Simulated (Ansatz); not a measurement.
CdTe (I-4m2), r2SCAN with spin-orbit coupling, rigid bands in Ansatz (a program for electronic structure): Condition of this run: biaxial stress in (001) of 1 GPa (compression positive) (the target of the relaxation). band gap 0.98 eV, N_c = 7.33e17 cm⁻³ and N_v = 4.93e18 cm⁻³ at 300 K, conductivity masses along z (a = (0.00, 3.17, 3.35) Å; b = (3.17, 0.00, 3.35) Å; c = (3.17, 3.17, 0.00) Å) of 0.102 mₑ (electrons) and 0.608 mₑ (holes). Take k_BT = 0.02585 eV.

Q: What thermal injection velocity √(2k_BT/πm) limits a ballistic channel along the direction named?

A: 1.68e7 cm/s for electrons and 6.90e6 cm/s for holes, a ratio of √(m_h/m_e) = 2.44, for dilute carriers.

Q: Find the intrinsic carrier density and the intrinsic Fermi level.

A: n_i = √(N_c N_v) exp(−E_g/2k_BT) = 1.90e18 × exp(−18.95) = 1.1e10 cm⁻³. The level lies (k_BT/2) ln(N_v/N_c) = 25 meV from mid-gap (positive towards the conduction band). Each 0.1 eV added to the gap lowers n_i by a factor of 6.9.

Rigid, parabolic bands with the computed gap; masses take one relaxation time for all states. Geometry: cell and atoms relaxed with PBEsol.
